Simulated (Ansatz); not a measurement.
The starting structures come from a database of crystals and need not be the phases stable at ambient conditions.

By LDA and PBEsol, the system below comes out a metal.

Input:

```
Al
1.0
    2.82708     0.00000     0.00000
   -1.41354     2.44832     0.00000
    0.00000     0.00000     9.18599
Al
4
Cartesian
  0.00000   0.00000   0.00000
  0.00000   0.00000   4.59300
  0.00000   1.63221   2.29650
  1.41354   0.81611   6.88949
```

Space group of this cell: P6_3/mmc. The cell is taken as given; by PBEsol its mean pressure is 1.8 GPa.

The current runs along the normal of the first two printed vectors, the (001) plane. All runs by Ansatz (a first-principles code), plane waves and PAW, without spin-orbit coupling; the base is PBEsol.

```csv
run,mean pressure (GPa),"G/A, both spins (10¹⁵ S/m²)"
base,1.8,1.32
all lengths scaled by 0.98,8.0,1.31
all lengths scaled by 1.02,-2.9,1.33
lda in place of pbesol,-0.2,1.33
"lengths across the current scaled by 0.98, ions clamped",5.8,1.37
"lengths across the current scaled by 1.02, ions clamped",-1.4,(withheld)
"lengths along the current scaled by 0.97, ions clamped",4.9,1.27
"lengths along the current scaled by 1.03, ions clamped",-0.6,1.37
```

Question: What belongs in the gaps?

Answer: 
- lengths across the current scaled by 1.02, ions clamped, G/A, both spins (10¹⁵ S/m²): 1.30
